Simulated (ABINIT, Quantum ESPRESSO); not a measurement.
A Quantum ESPRESSO input for a self-consistent single point of CrPd₃ (Pm-3m, 4 atoms in the cell) (DFT, PBEsol, plane waves, GBRV 1.5 ultrasoft (PBESOL) pseudopotentials):

```fortran
&control
   calculation = 'scf',
   prefix = 'CrPd3',
   outdir = './tmp',
   pseudo_dir = './',
   tprnfor = .true.,
   tstress = .true.,
/
&system
   ibrav = 0,
   nat = 4,
   ntyp = 2,
   ecutwfc = 50,
   ecutrho = 400,
   occupations = 'smearing',
   smearing = 'gaussian',
   degauss = 0.019992,
   nspin = 2,
   starting_magnetization(1) = 0.214,
/
&electrons
   conv_thr = 1.0d-10,
   mixing_beta = 0.3,
/
ATOMIC_SPECIES
Cr    51.9961  cr_pbesol_v1.5.uspp.F.UPF
Pd   106.4200  pd_pbesol_v1.4.uspp.F.UPF
ATOMIC_POSITIONS alat
Cr    0.0000000000    0.0000000000    0.0000000000
Pd    0.0000000000    0.5000000000    0.5000000000
Pd    0.5000000000    0.0000000000    0.5000000000
Pd    0.5000000000    0.5000000000    0.0000000000
K_POINTS automatic
9 9 9  0 0 0
CELL_PARAMETERS angstrom
   3.8908800000     0.0000000000     0.0000000000
   0.0000000000     3.8908800000     0.0000000000
   0.0000000000     0.0000000000     3.8908800000
```

Question: Give the ABINIT input for the same structure, mesh, smearing and functional.

Answer: This is the input that was run; spellings and numerical settings could be chosen otherwise.

```
# CrPd3, JTH v2.0 PBE PAW
pp_dirpath "./"
pseudos "Cr.GGA_PBE-JTH.xml, Pd.GGA_PBE-JTH.xml"
acell 3*1.0
rprim
         7.3526975838    0.0000000000    0.0000000000
         0.0000000000    7.3526975838    0.0000000000
         0.0000000000    0.0000000000    7.3526975838
natom 4
ntypat 2
znucl 24 46
typat 1 2 2 2
xred
         0.0000000000    0.0000000000    0.0000000000
         0.0000000000    0.5000000000    0.5000000000
         0.5000000000    0.0000000000    0.5000000000
         0.5000000000    0.5000000000    0.0000000000
ecut 816 eV
pawecutdg 1633 eV
ixc -116133
nsppol 2
spinat
      0 0 3
      0 0 0
      0 0 0
      0 0 0
occopt 7
tsmear 0.272 eV
nband 46
kptopt 1
ngkpt 9 9 9
nshiftk 1
shiftk 0 0 0
nstep 100
tolvrs 1.0e-11
prtwf 0
prtden 0
enunit 1
```

Basis settings and potentials, where a program has them, do not carry over. This input uses DFT, PBEsol, plane waves, PAW (JTH v2.0 PBE PAW, files made for PBE).

The starting cell comes from a database of computed structures (which also holds hypothetical and non-ambient phases and stackings), without a prior relaxation at this level.
